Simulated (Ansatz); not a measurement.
## Hypothetical zinc blende HgO, pressure series

The reference is HgO in the zinc blende structure (space group F-43m, No. 216; a hypothetical phase, not in the database extracts checked).

Space group F-43m (No. 216); a = b = c = 5.196 Å, α = β = γ = 90.00°

| atom | site | symmetry | x | y | z |
|---|---|---|---|---|---|
| O | 4c | -43m | 0.2500 | 0.2500 | 0.2500 |
| Hg | 4a | -43m | 0.0000 | 0.0000 | 0.0000 |
(The calculation used a cell of 2 atoms; values per cell refer to that cell.)

Cell and atoms are relaxed at each pressure.

Computed with plane-wave PAW DFT at the PBEsol level (Ansatz, an electronic-structure program, 420 eV), no spin-orbit coupling.

```tsv
pressure (GPa)	volume per atom (Å³/atom)
-2	17.931
-1	17.727
0	17.535
1.8	?
9	16.215
18	15.306
30	14.415
45	13.590
60	12.953
```

### Question
Fit the third-order Birch–Murnaghan form P(V) = (3B₀/2)[(V₀/V)^(7/3) − (V₀/V)^(5/3)]·[1 + (3/4)(B₀′ − 4)((V₀/V)^(2/3) − 1)] (squares taken in P) to the rows shown and predict the withheld row.

### Answer
Least squares on the printed values gives V₀ = 17.536 Å³/atom, B₀ = 95.6 GPa, B₀′ = 4.8; this predicts 17.223 Å³/atom, and the run gives 17.221 Å³/atom, 0.002 lower.

Load acts through the strain it causes; cell and atoms are relaxed under it. Whether these cells are dynamically stable was not tested. No other phases were tried under pressure. The final runs are not spin-polarised.
